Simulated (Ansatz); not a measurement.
Results of r²SCAN in Ansatz (PAW) for Al2Cu (model structure, I4/mcm, No. 140, 6 atoms in the cell).

Run with plane-wave cutoff 560 eV, 14×14×14 k mesh, Fermi–Dirac smearing 0.05 eV, no spin polarisation, scalar-relativistic PAW data made under PBE.

Cell (relaxed at this level):

```
Al2Cu
1.0
    0.00000     4.24054     4.24079
    2.40182     0.00000     4.24079
    2.40182     4.24054     0.00000
Cu Al
2 4
Direct
  0.75000   0.75000   0.75000
  0.25000   0.25000   0.25000
  0.15933   0.15933   0.84067
  0.84067   0.84067   0.15933
  0.34066   0.65934   0.34066
  0.65934   0.34066   0.65934
```

Estimate the bulk modulus B0 that the calculation returns.


- bulk modulus B0 = 114 GPa

Note: the run has no spin polarisation, so it can have missed a magnetic state; the bulk modulus is −V dP/dV from two relaxed cells at ±2 % in volume.

Cost on a shared machine: around 8 core-minutes (rough).

A model structure was made by putting elements into a prototype or built by hand; here it ended with the formula and space group of a phase in our tables.

Ansatz is a quantum-chemistry and plane-wave program.
